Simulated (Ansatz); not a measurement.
# Effect of biaxial strain −3.90 %, plane normal [001], relaxed out of plane on ZrSi2

The reference is ZrSi2 (space group Cmcm, No. 63; a = 3.704 Å, b = 14.792 Å, c = 3.679 Å). Axes: x, y, z lie along a, b, c of the conventional cell.

Perturbation: compressive biaxial strain of 3.90 % in the plane normal to [001], as in epitaxy on a mismatched substrate; the out-of-plane cell vector and the atoms relax.

Level of theory: PBE/PAW in Ansatz (a quantum-chemistry and plane-wave program), without spin-orbit coupling. Γ-centred 13×13×13 mesh, Fermi–Dirac width 0.05 eV.

- Volume per atom = 15.89 Å³ (base 16.80 Å³)
- Space group = Cmcm (No. 63) (base Cmcm (No. 63))
- Shortest interatomic distance = 4.607 bohr (base 4.573 bohr)
- Energy relative to the base (free energy F) = +41 meV/atom
- Band gap = zero (base zero)
- Out-of-plane strain = +2.42 % (rough)

Without a gap, meshes like the base's 13×13×13 leave anisotropic stresses uncertain by several tenths of a GPa, and small strain energies with them. Whether these cells are dynamically stable was not tested. The final runs are not spin-polarised.
